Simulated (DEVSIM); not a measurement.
Device: Si p+/n-/n+ power diode, at 300 K.

Layer 1 from the left is Si, thickness (μm) 3.20, Na (cm⁻³) 9.9e18, τn (s) 8.5e-7, τp (s) 8.5e-7. Layer 2 from the left is Si, thickness (μm) 28.0, Nd (cm⁻³) 1.7e14, τn (s) 8.5e-7, τp (s) 8.5e-7. Layer 3 from the left is Si, thickness (μm) 4.30, Nd (cm⁻³) 1.1e18, τn (s) 8.5e-7, τp (s) 8.5e-7.

Left contact: ohmic. Right contact: ohmic. Voltage is applied to the left contact. Recombination: SRH at mid-gap. Gap narrowing is on: ΔEg = 6.92 meV × (l + √(l² + 0.5)), l = ln(N/1.3e17 cm⁻³), shared equally by both band edges. Mobility is μmin + (μ − μmin)/(1 + (N/Nref)^α).

The device is made up for the run: typed textbook-type constants, with dimensions and the other settings drawn at random. Values at 300 K.

Si: gap (eV) 1.124, affinity (eV) 4.05, permittivity 11.7, Nc (cm⁻³) 2.86e19, Nv (cm⁻³) 3.1e19, μn (cm²/Vs) 1417, μp (cm²/Vs) 470, μn,min 52, μp,min 45, Nref,n 9.7e16, Nref,p 2.2e17, αn 0.68, αp 0.72.

DEVSIM, 1D drift-diffusion, Boltzmann statistics, complete ionisation; no tunnelling, impact ionisation, image-force lowering or self-heating.

### Question
What does the simulation give for the dark forward voltage at 100 A/cm², the potential step across the device at zero bias?

### Answer
dark forward voltage at 100 A/cm² 0.850 V; potential step across the device at zero bias 0.965 V.
